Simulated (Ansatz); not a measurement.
# Response to strain in GaAs

Base system: GaAs in the zinc blende structure (space group F-43m, No. 216).

```
GaAs
1.0
    0.00000     2.83335     2.83335
    2.83335     0.00000     2.83335
    2.83335     2.83335     0.00000
As Ga
1 1
Direct
  0.75000   0.75000   0.75000
  0.00000   0.00000   0.00000
```

Cartesian axes are those of the cell as printed.

Strains are applied to the cell and any free atomic positions relax; under biaxial strain the out-of-plane vector relaxes too.

Calculations: r2SCAN (Ansatz, a quantum-chemistry and plane-wave program, PAW, no SOC).

Candidates:
(a) biaxial strain +4.52 %, plane normal [111], relaxed out of plane
(b) biaxial strain −3.43 %, plane normal [001], relaxed out of plane
(c) tensor shear ε_xz = −0.70 %
(d) uniaxial strain ε_xx = +2.17 %
(e) isotropic strain −4.97 %

For the base:

- Band gap: 0.96 eV

Task: Order them by band gap, highest first.

Result: (e) isotropic strain −4.97 % (1.45 eV), (b) biaxial strain −3.43 %, plane normal [001], relaxed out of plane (1.12 eV), (c) tensor shear ε_xz = −0.70 % (0.90 eV), (d) uniaxial strain ε_xx = +2.17 % (0.74 eV), (a) biaxial strain +4.52 %, plane normal [111], relaxed out of plane (0.28 eV)

Stability against distortions was not tested. The zero or small gap of GaAs under biaxial strain +4.52 %, plane normal [111], relaxed out of plane can change with the level of theory.
